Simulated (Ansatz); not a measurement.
Defect: interstitial Al in alpha quartz, charge state +3. The step: Al moves alone to another site; the atom moves 1.82 Å along (-0.03, -0.01, -0.33) of the unit cell; the moving atom starts with neighbours 4 O at 1.81 Å and ends with 4 O at 1.81 Å. DFT values are from Ansatz (plane-wave PAW, 420 eV unless said) in a cell of 72 host sites, spin-restricted, static, with no finite-size correction. The charge state is imposed; whether it is stable for some Fermi level was not computed. Sites that were not tried may lie lower. For the PBE band: the saddle point's order was not checked.

```tsv
Level	Forward barrier (eV)	Cost of the band or of the saddle's single point
CHGNet universal potential (has no charge state), its own band	0.09	-
PBE, the Γ point alone, band relaxed	0.31	about 50 core-minutes (a rough figure)
PBE, a 2×2×2 k-point mesh shifted by half a step along c, same geometries	0.31	around 2.6 core-minutes (rough)
r2SCAN at 500 eV, the Γ point alone, same geometries	[?]	around 90 core-seconds (rough)
```

**Question.** Some entries are withheld; supply them.

**Answer.** 
- r2SCAN at 500 eV, the Γ point alone, same geometries, Forward barrier (eV): 0.35

Ansatz is a quantum-chemistry and plane-wave program.
